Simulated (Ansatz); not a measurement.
Bond-angle distributions (per cent of the angles at each element, bins of 10°) of a relaxed model of amorphous Si20O32C6H16 at 1.80 g/cm³. Calculation: PBE, scalar-relativistic without spin-orbit coupling (plane waves to 420 eV, PAW; Ansatz, a quantum-chemistry and plane-wave program).

Preparation: random packing, a CHGNet melt and quench, and a DFT relaxation. O atoms were pushed apart under 1.9 Å during the dynamics, to hinder bonds among them. The hot cell started wider than the set density and was brought back towards it in steps. It is the lowest in DFT energy of 2 quenches. It is a model cell: composition and starting density were chosen by hand, and all elements were melted together. No dispersion term was used. Its density started from a set value of 1.80 and ended at 1.80 g/cm³. Cooling (nominally 340 K/ps over its main leg) ran many orders faster than in experiment, which tends to leave more defects and strain. One small periodic cell is one sample of the glass; other quenches scatter about these values. The volume was free in the relaxation, at fixed shape. Stress components on the final sampling reach 1.6 GPa.

Bonds are counted up to Si-Si 2.60 Å, Si-O 1.98 Å, Si-C 2.19 Å, Si-H 1.76 Å, O-O 1.58 Å, O-C 1.70 Å, O-H 1.16 Å, C-C 1.78 Å, C-H 1.32 Å, H-H 0.90 Å. Two cations that share two anions don't count as bonded, nor two that share one unless they lie closer than Si-Si 2.38 Å, Si-C 2.00 Å, C-C 1.63 Å.

| angle (°) | at Si | at O | at C |
|---|---|---|---|
| 50-60 | 0 | 0 | 0 |
| 60-70 | 0 | 0 | 0 |
| 70-80 | 0 | 0 | 0 |
| 80-90 | 1 | 3 | 0 |
| 90-100 | 12 | 3 | 9 |
| 100-110 | 39 | 6 | 39 |
| 110-120 | 39 | 9 | 42 |
| 120-130 | 7 | 21 | 6 |
| 130-140 | 1 | 18 | 3 |
| 140-150 | 0 | 15 | 0 |
| 150-160 | 0 | 18 | 0 |
| 160-170 | 0 | 6 | 0 |
| 170-180 | 0 | 0 | 0 |

They go with these counts of neighbours within the cut-offs, cation contacts included: Si mean 3.8, most often 4; O mean 2.0, most often 2; C mean 3.8, most often 4.
